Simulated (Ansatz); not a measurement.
Worked calculations on one periodic cell of amorphous selenium (Se84): Se84, 84 atoms, volume 2428.3 Å³, made by a melt-quench on the CHGNet potential and relaxed with DFT. It is a model cell: composition and starting density were chosen by hand, and all elements were melted together. Cycles of charging were run to anneal it. Level of theory: PBE-D3(BJ), scalar-relativistic without spin-orbit coupling, PAW (Ansatz default set, large-core Se) (plane waves to 420 eV; Ansatz, a first-principles code). Sampling: a 2×2×2 Γ-centred mesh; Fermi-Dirac width 0.05 eV; no spin polarisation. Its volume was relaxed, its shape was held as a cube, and it stands at a mean pressure of 0.0 GPa with stress components up to 0.3 GPa; the relaxation ran on the zone centre alone. Its density went from a set 4.16 to 4.54 g/cm³. The cell is small and was quenched far faster than a real film, so it is one sample of the glass.

Total energies at the same level (extrapolated to zero smearing): the glass cell -216585.935 eV at 0.0 GPa; trigonal Se, relaxed, -7735.6216 eV for 3 atoms.

### Question
How much energy would crystallisation to that phase release at 0 K?

### Answer
Per atom: -216585.935/84 − (-7735.6216/3) = -2578.4040 − (-2578.5405) = +0.1365 eV. A formula unit has 1 atom, so this is 1 × 0.1365 = 0.137 eV, or 13 kJ/mol (1 eV = 96.485 kJ/mol). Read it as an upper bound for a slowly cooled glass; no measured value is set beside it.

Neighbours within Se-Se 2.70 Å count as bonded. Counted neighbours: Se: 4 with 1, 78 with 2, 2 with 3.

### Question
Set the mean coordination against the 8 − N rule, and count mechanical constraints (r/2 for stretching, 2r − 3 for bending at each atom with r ≥ 2) against the 3 degrees of freedom.

### Answer
The rule gives (84 × 2)/84 = 2.00; the cell has 166/84 = 1.98. Summing the constraints over the counted atoms gives 167.0/84 = 1.99 per atom, so by this count the network is floppy. The count takes every angle as intact, which overstates rigidity where angles are soft (at over-coordinated atoms).
